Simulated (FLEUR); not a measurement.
## Several settings converged on Se (C2, 3 atoms in the cell)

```xyz
3
Lattice="2.1916 -3.7959 0.0000 2.1916 3.7959 0.0000 0.0000 0.0000 4.9649" Properties=species:S:1:pos:R:3 pbc="T T T"
Se     0.4931     0.8541     3.3099
Se     3.4469     0.0000     0.0000
Se     0.4931    -0.8541     1.6549
```

Base method: LDA (Vosko-Wilk-Nusair), all-electron FLAPW (FLEUR), scalar-relativistic valence in FLEUR.

Base settings: Kmax = 3.9 1/bohr; GmaxXC = 11.7 1/bohr; xcFunctional = vwn; jspins = 1; l_soc = F; mode = hist; fermiSmearingEnergy = 0.00036749 Htr; mesh (inpgen div1-3) = 3 3 2; inpgen gamma flag = true; Gmax = 11.7 1/bohr.

Core times come from one kind of shared machine, to one figure; runs under 30 s give none.

**The k-point mesh**

Moved along: kpt_gamma.

Only quantities that move along the ladder and can be compared are tabulated.

| kpt_div | free energy less the last step's (meV/atom) | gap on the mesh (eV) | core time / last (rough) |
|---|---|---|---|
| 2 2 1 | -314.66 | 2.240 | – |
| 3 3 2 | 38.58 | 1.087 | 0.05 |
| 3 3 3 | 2.09 | 1.458 | 0.05 |
| 5 5 4 | 0.16 | 1.139 | 0.2 |
| 6 6 5 | 0.03 | 1.252 | 0.2 |
| 7 7 5 | -0.28 | 1.207 | 0.3 |
| 8 8 7 | 0.10 | 1.166 | 0.6 |
| 10 10 8 | 0.00 | 1.000 | 1 |

Coarsest kpt_div that holds the free energy within 0.5 meV/atom of the last step, with all finer ones: 5 5 4, at about 0.2 of the last step's time; the step before is off by 2.1 meV/atom.

The gap on the mesh jumps up and down from mesh to mesh; it is no smooth measure of convergence.

**Shifted k-point meshes**

In this ladder: kpt_gamma = false.

Shifted meshes do not hold Γ, so a gap read on them misses any band edge there.

Only quantities that move along the ladder and can be compared are tabulated.

```tsv
kpt_div	free energy less the last step's (meV/atom)	gap on the mesh (eV)	core time / last (rough)
2 2 2	-10.32	2.020	–
6 6 4	-0.75	1.421	0.2
8 8 6	-0.23	1.234	0.5
10 10 8	0.00	1.088	1
```

Coarsest kpt_div that holds the free energy within 1 meV/atom of the last step, with all finer ones: 6 6 4, at about 0.2 of the last step's time; the step before is off by 10 meV/atom.

**The width of Fermi-Dirac smearing**

The mesh stays at the base's, so the ladder's end is converged at best in this setting alone.

Only quantities that move along the ladder and can be compared are tabulated; the gap is left out on so coarse a mesh.

```tsv
fermiSmearingEnergy	free energy less the last step's (meV/atom)
0.0367493 Htr	-685.03
0.0183747 Htr	-101.56
0.00734986 Htr	-3.68
0.00367493 Htr	-0.09
0.00073499 Htr	0.00
```

Widest fermiSmearingEnergy that holds the free energy within 2 meV/atom of the last step, with all finer ones: 0.00367493 Htr; the step before is off by 3.7 meV/atom.

On the base run: the starting cell has typed, rounded lattice constants, without a prior relaxation at this level. Its lattice was rescaled by up to half a per cent. One atom was moved a little off its site on purpose. Values depend on the basis (sphere radii, cutoffs, local orbitals), which need not be converged. Another mesh or the band path of this cell gives a smaller gap, so this value is not converged in the mesh.
